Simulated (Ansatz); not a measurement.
We consider CdS (Fm-3m, No. 225, 2 atoms in the cell; start mp-370; high-pressure phase), described by r²SCAN in Ansatz (plane waves, PAW).

Numerical settings: plane-wave cutoff 560 eV, 10×10×10 k mesh, Fermi–Dirac smearing 0.01 eV, scalar-relativistic PAW data made under PBE.

Cell (relaxed at this level):

```yaml
crystal:
  lattice:
    - [0.00000, 2.72682, 2.72682]
    - [2.72682, 0.00000, 2.72682]
    - [2.72682, 2.72682, 0.00000]
  atoms:
    - { symbol: Cd, position: [0.00000, 0.00000, 0.00000] }
    - { symbol: S, position: [0.50000, 0.50000, 0.50000] }
```

Q: Estimate the band gap and smallest direct gap on the k points sampled that the calculation returns.

A: 
- band gap: 0.75 eV
- smallest direct gap on the k points sampled: 2.39 eV

Spin–orbit coupling is not included.

The computed numbers hold no vibrational or temperature effects.

A start named mp-… is a Materials Project structure, which need not be a measured phase.

Ansatz is an electronic-structure program.
